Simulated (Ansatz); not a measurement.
Ti3Al, treated with LDA (plane waves, PAW; Ansatz, a first-principles code).

Numerical settings: plane-wave cutoff 520 eV, 12×12×12 k mesh, Fermi–Dirac smearing 0.05 eV, no spin polarisation, scalar-relativistic PAW data made under PBE.

Starting structure:

```
CELL_PARAMETERS angstrom
      5.76803     0.00000     0.00000
     -2.88402     4.99526     0.00000
      0.00000     0.00000     4.64241
ATOMIC_POSITIONS crystal
  Al 0.33333 0.66667 0.25000
  Al 0.66667 0.33333 0.75000
  Ti 0.83300 0.66600 0.25000
  Ti 0.16700 0.83300 0.75000
  Ti 0.33400 0.16700 0.25000
  Ti 0.16700 0.33400 0.75000
  Ti 0.83300 0.16700 0.25000
  Ti 0.66600 0.83300 0.75000
```

Into what structure does the relaxation of cell and atoms lead at this level, with the symmetry of the start kept?

The volume falls by 6.8 %; final space group P6_3/mmc.
```
CELL_PARAMETERS angstrom
      5.61582     0.00000     0.00000
     -2.80791     4.86344     0.00000
      0.00000     0.00000     4.56686
ATOMIC_POSITIONS crystal
  Al 0.33333 0.66667 0.25000
  Al 0.66667 0.33333 0.75000
  Ti 0.83031 0.66062 0.25000
  Ti 0.16969 0.83031 0.75000
  Ti 0.33938 0.16969 0.25000
  Ti 0.16969 0.33938 0.75000
  Ti 0.83031 0.16969 0.25000
  Ti 0.66062 0.83031 0.75000
```

Note: the volume lies 7 % below that of the published cell.
